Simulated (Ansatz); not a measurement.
## The (111)A surface of zinc-blende GaAs, Ga-terminated, 2x2 with 3 NH2 on 4 top atoms (bottom of the slab: 3 H on 4 bottom sites)

All values below come from r2SCAN, at the PBE geometry (plane waves to 500 eV, PAW; Ansatz, a quantum-chemistry and plane-wave program).

Model: 44-atom slab, 14.9 Å thick at the start with caps and adatoms, 3x3x1 mesh, Fermi-Dirac 0.025 eV, dipole correction, single point; no symmetry held, on the structure that PBE left; no spin, no spin-orbit, no U. It is one candidate, not shown to be the stable structure of the face.

```
Property                                                                         Value
-----------------------------------------------  -------------------------------------
gap of the slab on its k-mesh                                                  1.10 eV
highest filled level below the top vacuum level                                5.13 eV
cost                                             about 8 core-minutes (a rough figure)
```
